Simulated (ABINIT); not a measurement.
ABINIT run on WSi2 (I4/mmm, 3 atoms in the cell): self-consistent single point.

Method: PBE, PAW (JTH v2.0 PBE PAW) (plane waves; ABINIT).

The change in words: lattice scaled by 0.98. Reference geometry:
```xyz
3
Lattice="-1.6050 1.6050 3.9150 1.6050 -1.6050 3.9150 1.6050 1.6050 -3.9150" Properties=species:S:1:pos:R:3 pbc="T T T"
Si     0.0000     0.0000     5.2069
Si     0.0000     0.0000     2.6231
W      0.0000     0.0000     0.0000
```

Reference input (self-consistent single point, DFT, PBE, plane waves, PAW (JTH v2.0 PBE PAW)): pseudos = [Si.GGA_PBE-JTH.xml, W.GGA_PBE-JTH.xml]; ecut = 544 eV; pawecutdg = 1088 eV; pawxcdev = 0; ixc = 11; occopt = 3; tsmear = 0.00367493 Ha; ngkpt = 10 10 10; nshiftk = 1; shiftk = 0 0 0; potentials = JTH v2.0 PBE PAW; nband = 16. This run's input differs from it in these lines:

```diff
@@ -5,5 +5,5 @@
 rprim
-        -3.0330104300    3.0330104300    7.3982777779
-         3.0330104300   -3.0330104300    7.3982777779
-         3.0330104300    3.0330104300   -7.3982777779
+        -2.9723502214    2.9723502214    7.2503122224
+         2.9723502214   -2.9723502214    7.2503122224
+         2.9723502214    2.9723502214   -7.2503122224
 natom 3
```

The program printed (abridged):

```
--- !BeginCycle
solver: {iscf: 17, nstep: 100, nline: 4, wfoptalg: 10, }
tolerances: {tolvrs: 1.00E-12, }
...

     iter   Etot(hartree)      deltaE(h)  residm     nres2
 ETOT  1  -74.597072560143    -7.460E+01 8.306E+00 8.938E+00
 ETOT  2  -77.049100770980    -2.452E+00 5.115E-02 7.630E+00
 ETOT  3  -77.037610631017     1.149E-02 5.023E-02 1.897E+00
 ETOT  4  -77.034912599219     2.698E-03 7.295E-03 2.522E-01
 ETOT  5  -77.035184714492    -2.721E-04 5.524E-03 9.364E-03
   [... 33 lines left out ...]
 ETOT 39  -77.036192622617    -6.375E-11 7.825E-06 4.209E-11
 ETOT 40  -77.036192622662    -4.447E-11 6.222E-06 5.487E-12
 ETOT 41  -77.036192622692    -3.004E-11 6.188E-06 2.599E-12
 ETOT 42  -77.036192622713    -2.143E-11 6.034E-06 6.389E-13
 At SCF step   42       nres2   =  6.39E-13 < tolvrs=  1.00E-12 =>converged.

 Cartesian components of stress tensor (hartree/bohr^3)
  sigma(1 1)= -6.63025619E-04  sigma(3 2)=  0.00000000E+00
  sigma(2 2)= -6.63025619E-04  sigma(3 1)=  0.00000000E+00
  sigma(3 3)= -7.36326129E-04  sigma(2 1)=  0.00000000E+00

 ----iterations are completed or convergence reached----

 reduced coordinates (array xred) for    3 atoms
       0.665000000000      0.665000000000      0.000000000000
       0.335000000000      0.335000000000      0.000000000000
       0.000000000000      0.000000000000      0.000000000000
 cartesian forces (eV/Angstrom) at end:
    1     -0.00000000000000     0.00000000000000     0.30677016073120
    2      0.00000000000000    -0.00000000000000    -0.30677016073120
   [... lines left out ...]
 Fermi (or HOMO) energy (eV) =  11.65296   Average Vxc (eV)= -12.75830
   [... lines left out ...]
'-kT*entropy'       : -3.96990590164607E-04
total_energy        : -7.70361928249026E+01
total_energy_eV     : -2.09626141407140E+03
...

-Cartesian components of stress tensor (GPa)         [Pressure=  2.0226E+01 GPa]
- sigma(1 1)= -1.95068839E+01  sigma(3 2)=  0.00000000E+00
- sigma(2 2)= -1.95068839E+01  sigma(3 1)=  0.00000000E+00
- sigma(3 3)= -2.16634590E+01  sigma(2 1)=  0.00000000E+00

 Calculation completed.
```

The run converged in 42 iterations. Against the reference run the free energy rises by 58.3 meV/atom, the pressure goes from 3.82 to 20.23 GPa and the largest force goes from 0.119 to 0.307 eV/Å.

The starting cell has typed, rounded lattice constants, without a prior relaxation at this level. For this run, on top of that: lattice scaled by 0.98. Spin polarisation is off. With a pressure of about 20 GPa the cell is away from its equilibrium volume at this level.

Cost on one core of a shared machine: roughly 6 min.
